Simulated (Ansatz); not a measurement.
Take MgB2 (space group P6/mmm, No. 191; a = 3.064 Å, c = 3.498 Å; relaxed with 0.1 eV smearing) as the base. Axes: x lies along a and z along c of the hexagonal cell.

Computed with DFT with PBEsol, PAW potentials and a 420 eV plane-wave cutoff in Ansatz (a program for electronic structure), scalar-relativistic without spin-orbit coupling.

It is then changed as follows: uniaxial strain ε_zz = −1.00 %, all other strain components held at zero; the atoms relax in the strained cell.

Problem. What happens to the stress?

Solution. The stress (xx, yy, zz, yz, xz, xy; compression positive) is (0.4, 0.4, 2.7, 0.0, 0.0, 0.0) GPa.

Whether these cells are dynamically stable was not tested. The final runs are not spin-polarised.
